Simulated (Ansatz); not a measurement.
Re (model structure, P-6m2, No. 187, 6 atoms in the cell): cohesive energy by level of theory

No measured value is used here.

```
level (code)     value (eV/atom)  cell (Å³/atom)
---------------  ---------------  --------------
LDA (Ansatz)                9.65           14.33
PBEsol (Ansatz)             8.81           14.55
r²SCAN (Ansatz)             7.54           14.69
```

Free atoms are spin-polarised, in the lowest state found; at levels without +SOC their spin–orbit coupling is left out.  Density-functional levels without +SOC have no spin–orbit coupling, which shifts binding energies of heavy elements. LDA, PBEsol, r²SCAN: the run has no spin polarisation, so it can have missed a magnetic state. Each level is taken at its own relaxed cell. Cutoffs differ between the levels. Ansatz's density-functional and Hartree–Fock values are scalar-relativistic unless marked +SOC, with PAW data made under PBE.

A model structure was made by putting elements into a prototype or built by hand; it is no filed structure, need not be a known phase, and can be a saddle point held by its symmetry.

Ansatz is a program for electronic structure.
